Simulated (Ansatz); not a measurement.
Base system: HgI2 in the 2H-MoS2 type structure (space group P6_3/mmc, No. 194; a hypothetical phase, not in the database extracts checked).

```cif
data_Hg2I4
_chemical_formula_sum 'Hg2 I4'
_space_group_name_H-M_alt 'P63/mmc'
_space_group_IT_number 194
_space_group_name_Hall '-P 6c 2c'
_cell_length_a 4.15456
_cell_length_b 4.15456
_cell_length_c 14.39252
_cell_angle_alpha 90.000
_cell_angle_beta 90.000
_cell_angle_gamma 120.000
loop_
_atom_site_label
_atom_site_type_symbol
_atom_site_symmetry_multiplicity
_atom_site_Wyckoff_symbol
_atom_site_fract_x
_atom_site_fract_y
_atom_site_fract_z
_atom_site_occupancy
Hg1 Hg 2 c 0.33333 0.66667 0.25000 1
I1 I 4 f 0.66667 0.33333 0.11748 1
```

All numbers come from DFT with r2SCAN+rVV10, PAW potentials and a 500 eV plane-wave cutoff in Ansatz (an electronic-structure program), without spin-orbit coupling.

Before the change:

| Property | Value |
|---|---|
| Band gap | 0.66 eV |
| Pressure | 0.00 GPa |
| Smallest direct gap | 0.75 eV |

Modification: the cell is scaled by 0.9579 in all directions, atoms relaxed at fixed cell.

**Question.** How does this affect the band gap, pressure, energy relative to the base, largest internal atomic displacement and smallest direct gap?

**Answer.** The band gap falls by 0.415 eV, from 0.66 eV to 0.25 eV; the pressure (mean of the normal stresses, compression positive) goes from zero to 4.19 GPa; the energy rises by 49 meV/atom; the largest internal atomic displacement comes out as 0.092 Å; the smallest direct gap falls by 0.32 eV to 0.43 eV.

Spin-orbit coupling, missing from the scalar runs, can matter with Hg and I. The cells carry an imposed strain or load. Whether these cells are dynamically stable was not tested. The zero or small gap of HgI2 under isotropic strain −4.21 % can change with the level of theory.
